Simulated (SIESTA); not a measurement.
SIESTA run on ZnCo (P1, 2 atoms in the cell): self-consistent single point.

Computed with LDA PW92, numerical atomic orbitals DZP, PseudoDojo LDA standard norm-conserving potentials (rewritten from UPF to PSML) (SIESTA).

The change in words: lattice scaled by 0.98. Reference geometry:
```
ZnCo
1.0
    2.60722     0.00000     0.00000
   -1.30361     2.25792     0.00000
    0.00000     0.00000     4.17168
Zn Co
1 1
Direct
  0.65607   0.32056   0.99359
  0.01060   0.01277   0.50641
```
Moments meant for the start (each program seeds them in its own way; μB, in the order of the atoms Zn Co): 0.0 3.0.

Reference input (self-consistent single point, DFT, LDA PW92, numerical atomic orbitals DZP, PseudoDojo LDA standard norm-conserving potentials (rewritten from UPF to PSML)): XC.functional = LDA; XC.authors = PW92; potentials = PseudoDojo LDA standard; PAO.BasisSize = DZP; PAO.EnergyShift = 0.01 Ry; MeshCutoff = 300 Ry; kgrid.MonkhorstPack = 9 9 5; OccupationFunction = FD; ElectronicTemperature = 100 meV; Spin = polarized; DM.InitSpin = [1 +0.00, 2 +3.00]; MaxSCFIterations = 150. This run's input differs from it in these lines:

```diff
@@ -10,7 +10,7 @@
 %endblock ChemicalSpeciesLabel
-LatticeConstant              2.607220 Ang
+LatticeConstant              2.555076 Ang
 %block LatticeVectors
      1.000000000    0.000000000    0.000000000
-    -0.500000000    0.866025498    0.000000000
-     0.000000000    0.000000000    1.600049094
+    -0.500000000    0.866025512    0.000000000
+     0.000000000    0.000000000    1.600048687
 %endblock LatticeVectors
@@ -18,4 +18,4 @@
 %block AtomicCoordinatesAndAtomicSpecies
-     2.442708710    1.367780962   -0.050516396  1
-     0.020759627    0.054500456    3.992182736  2
+     2.393854910    1.340425573   -0.049506063  1
+     0.020344438    0.053410456    3.912338698  2
 %endblock AtomicCoordinatesAndAtomicSpecies
```

The program printed (abridged):

```
        iscf     Eharris(eV)        E_KS(eV)     FreeEng(eV)     dDmax    Ef(eV) dHmax(eV)
   scf:    1    -9703.505248    -9795.385188    -9795.498208  1.272745 -0.215918 49.198301
     spin moment: {S} , |S| = {        0.0        0.0    1.11159 }     1.11159
   scf:    2    -9843.476195    -9834.965267    -9835.020784  0.476294  0.111431 13.798112
     spin moment: {S} , |S| = {        0.0        0.0    1.86171 }     1.86171
   scf:    3    -9840.438496    -9837.940863    -9838.000554  0.266352 -0.603385 11.247938
     spin moment: {S} , |S| = {        0.0        0.0    1.74350 }     1.74350
   [... lines left out ...]
     spin moment: {S} , |S| = {        0.0        0.0    0.94701 }     0.94701
   scf:   22    -9840.680335    -9840.680327    -9840.757349  0.000090 -1.858235  0.000553
     spin moment: {S} , |S| = {        0.0        0.0    0.94746 }     0.94746
   scf:   23    -9840.680313    -9840.680320    -9840.757349  0.000069 -1.858350  0.000058
     spin moment: {S} , |S| = {        0.0        0.0    0.94710 }     0.94710
   scf:   24    -9840.680318    -9840.680319    -9840.757349  0.000007 -1.858346  0.000067
     spin moment: {S} , |S| = {        0.0        0.0    0.94708 }     0.94708
SCF Convergence by DM+H criterion
max |DM_out - DM_in|         :     0.0000072858
max |H_out - H_in|      (eV) :     0.0000672096
SCF cycle converged after 24 iterations

Using DM_out to compute the final energy and forces

siesta: E_KS(eV) =            -9840.6803

siesta: E_KS - E_eggbox =     -9840.6803

siesta: Atomic forces (eV/Ang):
     1    0.081986    0.173560    0.631494
     2   -0.063937   -0.149295   -0.641058
   Tot    0.018049    0.024265   -0.009564
   Max    0.641058
   Res    0.381436    sqrt( Sum f_i^2 / 3N )
   Max    0.641058    constrained

Stress tensor Voigt[x,y,z,yz,xz,xy] (kbar):       79.10      106.83       47.46       -2.74       -0.46       -3.95
(Free)E + p*V (eV/cell)    -9841.8797
Target enthalpy (eV/cell)    -9840.7573

siesta: Program's energy decomposition (eV):
siesta: FreeEng =     -9840.757349

   [... lines left out ...]
siesta: Cell volume =         23.114013 Ang**3
siesta:         -77.79620452        -51.63205981  kBar
   [... lines left out ...]
   2  7.888   0.987   0.600  -0.229   1.006   1.009   1.006   0.144   0.047
              0.143   0.689   0.619   0.742   0.622   0.686  -0.068  -0.008

             -0.038  -0.002  -0.067

mulliken: Qtot =       18.026

Mulliken Atomic Populations:
Atom #   charge [q] valence [e]      Sz [e]  Species
     1    -0.209397   20.209397   -0.066789  Zn
     2     0.209397   16.790603    1.013865  Co
 Total    -0.000000                0.947075
```

The run converged in 24 iterations. Against the reference run the free energy falls by 58.8 meV/atom, the pressure goes from -17.69 to -7.78 GPa, the largest force goes from 0.560 to 0.661 eV/Å and the size of the net moment goes from 0.56 to 0.47 μB/atom.

The starting cell comes from a database of computed structures (which also holds hypothetical and non-ambient phases and stackings), without a prior relaxation at this level. Its atoms were displaced at random from the sites of space group no. 187. For this run, on top of that: lattice scaled by 0.98. With one magnetic atom in the cell only a parallel order is possible. Values carry the incompleteness of an atom-centred basis. With a pressure of about -8 GPa the cell is away from its equilibrium volume at this level.

Cost on one core of a shared machine: roughly 40 s.
